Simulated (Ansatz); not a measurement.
Consider a periodic stack without vacuum, corundum (0 0 1) on alpha Ga2O3 (0 0 1) (film strained to the substrate, faces as cut): substrate slab Ga12O18, film Al12O18, surface cells [[1, 0], [0, 1]] and [[1, 0], [0, 1]], film strained by +5.2 and +5.2 %, faces Ga/Ga and Al/Al as cut (like faces can put a slab off its formula). Its start:

```
CELL_PARAMETERS angstrom
      5.05783     0.00000    -0.00036
     -2.52892     4.38021     0.00069
      2.31606    -1.82155    29.94583
ATOMIC_POSITIONS crystal
  Ga 0.95256 0.07964 0.19000
  Ga 0.63974 0.37993 0.10819
  Ga 0.29087 0.73856 0.17048
  Ga 0.60547 0.43569 0.24508
  O  0.65606 0.06003 0.14161
  O  0.27330 0.36866 0.14162
  O  0.58240 0.75903 0.21803
  O  0.27769 0.06003 0.21805
  O  0.97664 0.45442 0.21805
  O  0.96502 0.75180 0.14162
  Ga 0.58164 0.47561 0.34137
  Ga 0.26681 0.77801 0.26674
  Ga 0.91984 0.13421 0.32180
  Ga 0.23266 0.83507 0.40365
  O  0.29000 0.45463 0.29383
  O  0.89569 0.75937 0.29386
  O  0.21635 0.15432 0.37031
  O  0.90769 0.46275 0.37028
  O  0.59919 0.84568 0.37029
  O  0.59457 0.15359 0.29387
  Ga 0.31873 0.69405 0.06055
  Ga 0.89596 0.17292 0.41594
  Ga 0.55426 0.52131 0.45147
  Ga 0.97635 0.04166 0.09593
  O  0.91691 0.86588 0.44591
  O  0.54109 0.15766 0.44590
  O  0.95612 0.34943 0.06609
  O  0.66412 0.68164 0.06604
  O  0.33176 0.05759 0.06599
  O  0.20870 0.53324 0.44586
  Al 0.34576 0.17286 0.61490
  Al 0.02195 0.49065 0.57735
  Al 0.68151 0.83569 0.60540
  Al 0.99703 0.53235 0.67763
  O  0.03168 0.15079 0.57910
  O  0.67092 0.48119 0.57915
  O  0.97612 0.84818 0.64856
  O  0.67640 0.16427 0.64854
  O  0.36017 0.54834 0.64852
  O  0.36191 0.84223 0.57914
  Al 0.97499 0.56870 0.76587
  Al 0.65996 0.87214 0.69292
  Al 0.31343 0.22717 0.74567
  Al 0.62848 0.92410 0.81884
  O  0.68408 0.55111 0.72036
  O  0.28987 0.85223 0.72039
  O  0.60453 0.24453 0.79128
  O  0.30341 0.54961 0.79130
  O  0.99797 0.94321 0.79128
  O  0.98522 0.24662 0.72039
  Al 0.60657 0.95954 0.90654
  Al 0.29144 0.26312 0.83367
  Al 0.94155 0.62209 0.89712
  Al 0.26679 0.30343 0.93223
  O  0.31244 0.94930 0.86323
  O  0.92953 0.24684 0.86326
  O  0.25610 0.64437 0.93255
  O  0.92586 0.95222 0.93260
  O  0.61803 0.31399 0.93259
  O  0.61009 0.62940 0.86330
```

The start was prepared with a machine-learned potential, and the result is one local minimum, with the in-plane cell held and forces under 0.04 eV/Å; the film can end far from its bulk form.

Method: PBE (plane waves to 420 eV, PAW; Ansatz, a quantum-chemistry and plane-wave program). Spin–orbit coupling is left out; the runs are not spin-polarised; PBE gaps are too small against experiment. Its k-point mesh 5×5×1, Fermi–Dirac width 0.05 eV.

### Question
Predict the relaxed interface.

### Answer
```
Item                                                                                       Result
--------------------------------------------------------------------------------  ---------------
interface area                                                                            22.2 Å²
period                                                                                    27.22 Å
gaps between the outermost planes at the two interfaces                           1.54 and 1.54 Å
Ga–O contacts across the interfaces within 1.22 times the sum of covalent radii    2, mean 1.97 Å
Al–Ga contacts across the interfaces within 1.22 times the sum of covalent radii   2, mean 2.91 Å
Al–O contacts across the interfaces within 1.22 times the sum of covalent radii    2, mean 1.86 Å
```
